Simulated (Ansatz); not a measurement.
We consider V2O5 (C2/c, No. 15, 14 atoms in the cell; start mp-542844), described by r²SCAN+rVV10 (Ansatz, a quantum-chemistry and plane-wave program, PAW).

Run with plane-wave cutoff 500 eV, 10×10×8 k mesh (along the axes of the cell as run), Fermi–Dirac smearing 0.05 eV, no spin polarisation, scalar-relativistic PAW data made under PBE.

Cell (relaxed at this level):

```cif
data_O20V8
_chemical_formula_sum 'V8 O20'
_space_group_name_H-M_alt 'C2/c'
_space_group_IT_number 15
_space_group_name_Hall '-C 2yc'
_cell_length_a 11.83082
_cell_length_b 4.63009
_cell_length_c 5.30287
_cell_angle_alpha 90.000
_cell_angle_beta 104.111
_cell_angle_gamma 90.000
loop_
_atom_site_label
_atom_site_type_symbol
_atom_site_symmetry_multiplicity
_atom_site_Wyckoff_symbol
_atom_site_fract_x
_atom_site_fract_y
_atom_site_fract_z
_atom_site_occupancy
V1 V 8 f 0.14098 0.23808 0.23971 1
O1 O 8 f 0.39138 0.06347 0.02169 1
O2 O 8 f 0.20402 0.07004 0.63235 1
O3 O 4 e 0.00000 0.11117 0.25000 1
```
(The calculation used a cell of 14 atoms; values per cell refer to that cell.)

Question: What does this level give for the band gap?

Answer: 
- band gap = 1.64 eV (on the SCF k mesh)

Note: the relaxation could not lower the start's symmetry, so the cell can be a saddle point above a distorted one.

Static lattice: no zero-point or thermal effects.

A start named mp-… is a Materials Project structure, which need not be a measured phase.
